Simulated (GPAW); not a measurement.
**Input and output of a self-consistent single point for FeAl (Pm-3m, 2 atoms in the cell) (GPAW)**

Computed with LDA (Perdew-Wang 92), GPAW PAW datasets LDA (gpaw-data 1.0.1) (plane waves; GPAW 25.7.0).

Input as run:

```python
from ase import Atoms
from ase.units import GPa
from gpaw import GPAW

atoms = Atoms(['Al', 'Fe'],
              cell=[[2.918730, 0.000000, 0.000000],
                    [0.000000, 2.918730, 0.000000],
                    [0.000000, 0.000000, 2.918730]],
              positions=[[1.459365, 1.459365, 1.459365],
                         [0.000000, 0.000000, 0.000000]],
              pbc=True)

calc = GPAW(mode={'name': 'pw', 'ecut': 850},
            xc='LDA',
            kpts=(9, 9, 9),
            occupations={'name': 'fermi-dirac', 'width': 0.1},
            nbands=-6,
            convergence={'density': 1e-05, 'energy': 1e-05},
            symmetry={'symmorphic': False, 'tolerance': 0.0005},
            maxiter=120)

atoms.calc = calc

energy = atoms.get_potential_energy()
print('Energy (eV):', round(energy, 6))
forces = atoms.get_forces()
print('Forces (eV/Ang):')
print(forces.round(5))
stress = atoms.get_stress()
print('Stress (GPa, Voigt):', (stress / GPa).round(4))
```

Output, abridged:

```
Input parameters:
  convergence: {density: 1e-05,
                energy: 1e-05}
  kpts: [9 9 9]
  maxiter: 120
  mode: {ecut: 850,
         name: pw}
  nbands: -6
  occupations: {name: fermi-dirac,
                width: 0.1}
  symmetry: {symmorphic: False,
             tolerance: 0.0005}

species:
  Al:
    name: Aluminium
    Z: 13.0
    valence: 3
    core: 10
    charge: 0.0
    file: Al.LDA.gz

    # Using partial waves for Al as LCAO basis

  Fe:
    name: Iron
    Z: 26.0
    valence: 8
    core: 18
    charge: 0.0
    file: Fe.LDA.gz

    # Using partial waves for Fe as LCAO basis

Reference energy: -41136.360678  # eV

Spin-paired calculation

Convergence criteria:
 Maximum [total energy] change in last 3 cyles: 1e-05 eV / valence electron
 Maximum integral of absolute [dens]ity change: 1e-05 electrons / valence electron
 Maximum integral of absolute [eigenst]ate change: 4e-08 eV^2 / valence electron
 Maximum number of scf [iter]ations: 120

Symmetries present (total): 48
Symmetries with fractional translations: 0
729 k-points: 9 x 9 x 9 Monkhorst-Pack grid
35 k-points in the irreducible part of the Brillouin zone
       k-points in crystal coordinates                weights
   0:     0.00000000    0.00000000    0.00000000          1/729
   1:     0.11111111    0.00000000    0.00000000          6/729
   2:     0.11111111    0.11111111    0.00000000         12/729
   [... 7 lines left out ...]
          ...
  34:     0.44444444    0.44444444    0.44444444          8/729

Wave functions: Plane wave expansion
  Cutoff energy: 850.000 eV
  Number of coefficients (min, max): 1365, 1414
  Pulay-stress correction: 0.000000 eV/Ang^3 (de/decut=0.000000)

Occupation numbers: Fermi-Dirac:
  width: 0.1000  # eV

Eigensolver

Densities:
  Coarse grid: 20*20*20 grid
  Fine grid: 40*40*40 grid
  Total Charge: 0.000000

Density mixing:
  Method: separate
  Backend: pulay
  Linear mixing parameter: 0.05
  old densities: 5
  Damping of long wavelength oscillations: 50

Hamiltonian:
  XC and Coulomb potentials evaluated on a 40*40*40 grid
  External potential:
    NoExternalPotential

Number of atoms: 2
Number of atomic orbitals: 13
Number of bands in calculation: 11
Number of valence electrons: 11
Bands to converge: occupied

Density initialized from atomic densities
  11 bands from LCAO basis set

Atomic positions and initial magnetic moments

Positions:
   0 Al     1.459365    1.459365    1.459365    ( 0.0000,  0.0000,  0.0000)
   1 Fe     0.000000    0.000000    0.000000    ( 0.0000,  0.0000,  0.0000)

Unit cell:
           periodic     x           y           z      points  spacing
  1. axis:    yes    2.918730    0.000000    0.000000    20     0.1459
  2. axis:    yes    0.000000    2.918730    0.000000    20     0.1459
  3. axis:    yes    0.000000    0.000000    2.918730    20     0.1459

  Lengths:   2.918730   2.918730   2.918730
  Angles:   90.000000  90.000000  90.000000

Effective grid spacing dv^(1/3) = 0.1459

     iter     time        total  log10-change:
                         energy   eigst   dens
iter:   1 --:--:--   -15.019537
iter:   2 --:--:--   -15.064713   -0.11  -1.25
iter:   3 --:--:--   -15.049960   -0.84  -1.26
iter:   4 --:--:--   -15.068354   -0.98  -1.30
iter:   5 --:--:--   -15.093177   -1.19  -1.58
iter:   6 --:--:--   -15.041336   -2.49  -1.65
iter:   7 --:--:--   -15.020276   -1.97  -1.89
iter:   8 --:--:--   -15.020150   -3.49  -2.57
iter:   9 --:--:--   -15.020410   -3.82  -3.30
iter:  10 --:--:--   -15.020189   -4.16  -2.97
iter:  11 --:--:--   -15.020186   -4.48  -3.35
iter:  12 --:--:--   -15.020197c  -4.85  -3.77
iter:  13 --:--:--   -15.020198c  -5.09  -4.41
iter:  14 --:--:--   -15.020199c  -5.37  -4.47
iter:  15 --:--:--   -15.020200c  -5.70  -4.55
iter:  16 --:--:--   -15.020202c  -5.93  -4.59
iter:  17 --:--:--   -15.020200c  -6.27  -4.54
iter:  18 --:--:--   -15.020200c  -6.48  -4.78
iter:  19 --:--:--   -15.020200c  -6.74  -4.81
iter:  20 --:--:--   -15.020200c  -6.90  -4.96
iter:  21 --:--:--   -15.020200c  -7.23  -5.05c
iter:  22 --:--:--   -15.020200c  -7.41c -5.14c

Converged after 22 iterations.

Dipole moment: (-0.000000, -0.000000, -0.000000) |e|*Ang

Energy contributions relative to reference atoms: (reference = -41136.360678)

Kinetic:         +7.580420
Potential:       -4.532882
External:        +0.000000
XC:             -18.098404
Entropy (-ST):   -0.088437
Local:           +0.074884
SIC:             +0.000000
--------------------------
Free energy:    -15.064419
Extrapolated:   -15.020200

Showing only first 2 kpts
 Kpt  Band  Eigenvalues  Occupancy
  0     3      8.68716    0.39568
  0     4      8.68716    0.39568
  0     5      8.68716    0.39568
  0     6     14.69437    0.00000

  1     3      8.55132    0.97925
  1     4      8.55132    0.97925
  1     5      8.70154    0.35201
  1     6     13.14856    0.00000

Fermi level: 8.54717

No gap
No difference between direct/indirect transitions
Energy (eV): -15.0202

Forces in eV/Ang:
  0 Al   -0.00000    0.00000    0.00000
  1 Fe    0.00000    0.00000    0.00000

Stress tensor:
     0.110423     0.000000     0.000000
     0.000000     0.110423     0.000000
     0.000000     0.000000     0.110423
Stress (GPa, Voigt): [17.6917 17.6917 17.6917  0.      0.      0.    ]
```

The run converged in 22 iterations. GPAW prints stress with tension positive.

The starting cell has typed, rounded lattice constants, without a prior relaxation at this level. Its lattice was rescaled by up to half a per cent. Spin polarisation is off. With a pressure of about -18 GPa the cell is away from its equilibrium volume at this level.
